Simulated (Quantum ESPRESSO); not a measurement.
**Short convergence ladders for Cu₃Sn (I4mm, 4 atoms in the cell)**

```yaml
crystal:
  lattice:
    - [0.00000, 3.06761, 3.06761]
    - [3.06761, 0.00000, 3.06761]
    - [3.06761, 3.06761, 0.00000]
  atoms:
    - { symbol: Cu, position: [0.50815, 0.50815, 0.49185] }
    - { symbol: Cu, position: [0.75000, 0.75000, 0.75000] }
    - { symbol: Cu, position: [0.25000, 0.25000, 0.25000] }
    - { symbol: Sn, position: [0.00000, 0.00000, 0.00000] }
```

Base method: LDA (PZ), PSlibrary PAW (LDA) pseudopotentials (plane waves; Quantum ESPRESSO).

Base settings: ecutwfc = 55 Ry; ecutrho = 330 Ry; occupations = smearing; smearing = fd; degauss = 0.0073499 Ry; potentials = {Cu: Cu.pz-dn-kjpaw_psl.1.0.0.UPF, Sn: Sn.pz-dn-kjpaw_psl.1.0.0.UPF}; K_POINTS = automatic 4 4 4 0 0 0; conv_thr = 1e-09 Ry; mixing_beta = 0.4.

The count of work is k-points × plane waves × bands × iterations; it is no time. Core times come from one kind of shared machine, to one figure; runs under 30 s give none.

**The k-point mesh**

The second cell is the first with its lattice scaled by 0.98.

Only quantities that move along the ladder and can be compared are tabulated.

```csv
K_POINTS,free energy less the last step's (meV/atom),energy of the compressed cell less the first (meV/atom),pressure (GPa),largest difference of a force vector from the last step's (eV/Å),count of work / last,core time / last (rough)
automatic 2 2 2 0 0 0,511.64,19.01,-1.04,0.138,0.036,–
automatic 4 4 4 0 0 0,8.25,-33.71,-10.78,0.009,0.13,0.2
automatic 5 5 5 0 0 0,0.65,-30.46,-10.12,0.004,0.18,0.3
automatic 7 7 7 0 0 0,2.44,-28.60,-9.80,0.006,0.39,0.4
automatic 9 9 9 0 0 0,-0.39,-28.28,-9.77,0.002,0.74,0.8
automatic 10 10 10 0 0 0,0.00,-28.32,-9.78,0.000,1.0,1
```

Coarsest K_POINTS that holds the forces within 0.01 eV/Å of the last step, with all finer ones: automatic 4 4 4 0 0 0, at 0.13 of the last step's count of work and about 0.2 of the last step's time; the step before is off by 0.14 eV/Å.

Coarsest K_POINTS that holds the energy of the compressed cell less the first within 0.5 meV/atom of the last step, with all finer ones: automatic 7 7 7 0 0 0, at 0.39 of the last step's count of work and about 0.4 of the last step's time; the step before is off by 2.1 meV/atom.

Coarsest K_POINTS that holds the pressure within 0.5 GPa of the last step, with all finer ones: automatic 5 5 5 0 0 0, at 0.18 of the last step's count of work and about 0.3 of the last step's time; the step before is off by 1.0 GPa.

The energy difference between the two cells stays within 1 meV/atom of the last step's from automatic 7 7 7 0 0 0 on, the total only from automatic 9 9 9 0 0 0 on: much of the error is common to both cells and cancels.

**The k-point mesh at a smearing width of 0.02 eV**

In this ladder: degauss = 0.00147 Ry.

Only quantities that move along the ladder and can be compared are tabulated.

```tsv
K_POINTS	free energy less the last step's (meV/atom)	pressure (GPa)	largest difference of a force vector from the last step's (eV/Å)	count of work / last	core time / last (rough)
automatic 3 3 3 0 0 0	66.73	-10.02	0.044	0.033	–
automatic 5 5 5 0 0 0	0.63	-10.18	0.006	0.11	0.2
automatic 7 7 7 0 0 0	2.20	-9.88	0.007	0.25	0.3
automatic 10 10 10 0 0 0	-1.21	-9.73	0.001	0.63	1.0
automatic 12 12 12 0 0 0	0.00	-9.92	0.000	1.0	1
```

Coarsest K_POINTS that holds the forces within 0.01 eV/Å of the last step, with all finer ones: automatic 5 5 5 0 0 0, at 0.11 of the last step's count of work and about 0.2 of the last step's time; the step before is off by 0.044 eV/Å.

Coarsest K_POINTS that holds the free energy within 5 meV/atom of the last step, with all finer ones: automatic 5 5 5 0 0 0, at 0.11 of the last step's count of work and about 0.2 of the last step's time; the step before is off by 67 meV/atom.

Coarsest K_POINTS that holds the pressure within 0.2 GPa: not settled: the last two steps still differ by 0.19 GPa, over half the tolerance, so the ladder does not show it.

**The number of bands**

The mesh stays at the base's, so the ladder's end is converged at best in this setting alone.

Only quantities that move along the ladder and can be compared are tabulated.

| nbnd | free energy less the last step's (meV/atom) | pressure (GPa) |
|---|---|---|
| 24 | 0.97 | -11.03 |
| 26 | 0.00 | -10.77 |
| 28 | 0.00 | -10.78 |
| 34 | 0.00 | -10.78 |
| 56 | 0.00 | -10.78 |

Coarsest nbnd that holds the free energy within 0.5 meV/atom of the last step, with all finer ones: 26; the step before is off by 0.97 meV/atom.

Coarsest nbnd that holds the pressure within 0.05 GPa of the last step, with all finer ones: 26; the step before is off by 0.25 GPa.

On the base run: the starting cell comes from a database of computed structures (which also holds hypothetical and non-ambient phases and stackings), without a prior relaxation at this level. Its lattice was rescaled by up to half a per cent. One atom was moved a little off its site on purpose. Spin polarisation is off. In the base run, with a pressure of about -11 GPa the cell is away from its equilibrium volume at this level. Without a gap this mesh is coarse (it stands for a supercell whose shortest vector is 17 Å).
